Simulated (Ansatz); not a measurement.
MgO (Fm-3m), HSE06, rigid bands (Ansatz, an electronic-structure program): N_v = 2.76e20 cm⁻³ at 300 K and a hole conductivity mass of 2.14 mₑ.

Task: For 1e16 holes per cm³ at 300 K, place the Fermi level, estimate the Seebeck coefficient of a parabolic band with constant τ, and give mobility and conductivity for τ = 5 fs.

Result: The level lies k_BT ln(N_v/p) = 0.264 eV above the valence-band maximum. S ≈ +(k_B/e)[ln(N_v/p) + 5/2] = 1097 μV/K, against 1094 μV/K from the full bands (mean over directions). μ = eτ/m = 4.11 cm²/(V·s) and σ = peμ = 0.00658 S/cm. τ is assumed, not computed.

Band transport and this doping are assumed; polarons and phonon drag are left out. Spin-orbit coupling is left out. Geometry: cell and atoms relaxed with PBEsol.
